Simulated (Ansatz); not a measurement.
Consider the following.

```yaml
crystal:
  lattice:
    - [7.86083, 0.00000, 0.00000]
    - [3.93042, 6.80768, 0.00000]
    - [3.93042, -2.26923, 6.50825]
  atoms:
    - { symbol: Bi, position: [0.00000, 0.00000, 0.00000] }
    - { symbol: Ag, position: [0.00000, 0.50000, 0.50000] }
    - { symbol: Cs, position: [0.50093, 0.24954, 0.74861] }
    - { symbol: Cs, position: [0.49907, 0.75046, 0.25139] }
    - { symbol: Br, position: [0.00060, 0.74534, 0.25347] }
    - { symbol: Br, position: [0.50813, 0.74593, 0.74653] }
    - { symbol: Br, position: [0.99940, 0.25466, 0.74653] }
    - { symbol: Br, position: [0.49187, 0.25407, 0.25347] }
    - { symbol: Br, position: [0.00060, 0.25407, 0.25347] }
    - { symbol: Br, position: [0.99940, 0.74593, 0.74653] }
```

No spin polarisation.

Level of theory: PBEsol (Ansatz, a program for electronic structure, PAW, spin-orbit coupling left out). Settings: 5×5×5 k-points, 0.05 eV Fermi–Dirac smearing.

**Question.** Predict the pressure, gap character, band gap and smallest direct gap.

**Answer.** 
- Pressure (mean of the normal stresses, compression positive): 0.13 GPa
- Gap character: indirect, F → L
- Band gap: 1.08 eV
- Smallest direct gap: 2.22 eV

With Bi present, leaving out spin-orbit coupling can change the band edges. The cells carry an imposed strain or load. No phonon test of stability was made. The cell was made from Cs$_{2}$AgBiBr$_{6}$ (space group Fm-3m, No. 225) by this change: biaxial strain −0.63 %, plane normal [111], relaxed out of plane.
